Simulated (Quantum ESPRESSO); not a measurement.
A self-consistent single point of KPO4H2 (I-4, 32 atoms in the cell) with Quantum ESPRESSO.

Method: LDA (PZ), GBRV 1.5 ultrasoft (LDA) pseudopotentials (plane waves; Quantum ESPRESSO 7.5).

```
CELL_PARAMETERS angstrom
     -4.63697     4.63697     5.26284
      4.63697    -4.63697     5.26284
      4.63697     4.63697    -5.26284
ATOMIC_POSITIONS crystal
  K  0.37760 0.59247 0.70367
  K  0.40753 0.11120 0.78513
  K  0.88880 0.67393 0.29633
  K  0.32607 0.62240 0.21487
  P  0.21792 0.07079 0.28971
  P  0.92921 0.21892 0.14713
  P  0.78108 0.92821 0.71029
  P  0.07179 0.78208 0.85287
  O  0.83480 0.95140 0.56460
  O  0.04860 0.61320 0.88340
  O  0.38680 0.27020 0.43540
  O  0.72980 0.16520 0.11660
  O  0.20750 0.92620 0.35470
  O  0.07380 0.42850 0.28130
  O  0.57150 0.85280 0.64530
  O  0.14720 0.79250 0.71870
  O  0.21220 0.98680 0.07400
  O  0.01320 0.08720 0.22540
  O  0.91280 0.13820 0.92600
  O  0.86180 0.78780 0.77460
  O  0.56910 0.41010 0.25660
  O  0.58990 0.84650 0.15900
  O  0.15350 0.31250 0.74340
  O  0.68750 0.43090 0.84100
  H  0.63500 0.33800 0.22900
  H  0.66200 0.89100 0.29700
  H  0.10900 0.40600 0.77100
  H  0.59400 0.36500 0.70300
  H  0.52000 0.39100 0.34100
  H  0.60900 0.95000 0.12900
  H  0.05000 0.17900 0.65900
  H  0.82100 0.48000 0.87100
```

Reference input (self-consistent single point, DFT, LDA (PZ), plane waves, GBRV 1.5 ultrasoft (LDA) pseudopotentials): ecutwfc = 40 Ry; ecutrho = 200 Ry; occupations = smearing; smearing = fd; degauss = 0.0073499 Ry; K_POINTS = automatic 3 3 3 0 0 0; conv_thr = 1e-08 Ry; mixing_beta = 0.7. This run's input differs from it in these lines:

```diff
@@ -16,2 +16,3 @@
    degauss = 0.0073499,
+   nbnd = 80,
 /
```

Output (repeated stretches shortened):

```
     Self-consistent Calculation

     iteration #  1     ecut=    40.00 Ry     beta= 0.70

 %%%%%%%%%%%%%%%%%%%%%%%%%%%%%%%%%%%%%%%%%%%%%%%%%%%%%%%%%%%%%%%%%%%%%%%%%%%%%%
     Error in routine efermig (1):
     internal error, cannot bracket Ef
 %%%%%%%%%%%%%%%%%%%%%%%%%%%%%%%%%%%%%%%%%%%%%%%%%%%%%%%%%%%%%%%%%%%%%%%%%%%%%%

     stopping ...
```

The program stopped with an error at about iteration 1. 

The starting cell comes from a database of published, mostly measured structures (it also holds non-ambient and calculated ones), without a prior relaxation at this level. Its lattice was rescaled by a random factor within 2.5 % of one.
